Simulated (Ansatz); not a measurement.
Consider CdS in the zinc blende structure (space group F-43m, No. 216; a = 5.7566 Å).

Level of theory: Kohn–Sham DFT with the LDA functional, run in Ansatz (a first-principles code) with PAW and 420 eV plane waves, spin-orbit coupling left out.

For the base:

- Electron mass: 0.10 mₑ (at Γ)

It is then changed as follows: cell and atoms relaxed at a pressure of 4.5 GPa.

What does the calculation give for the mean gap deformation potential ΔEg/Δln V after the change?

The mean gap deformation potential ΔEg/Δln V comes out as -2.0 eV.

What does the calculation give for the electron mass after the change?

The electron mass goes from 0.10 mₑ (at Γ) to 0.11 mₑ (at Γ).

Load acts through the strain it causes; cell and atoms are relaxed under it. Effective masses come from finite differences of ±0.01 Å⁻¹. Stability against distortions was not tested. Tetrahedral semiconductors of this kind turn to denser phases somewhere between about 1 and 50 GPa; those were not computed, so compressed cells here can lie past the real transition.
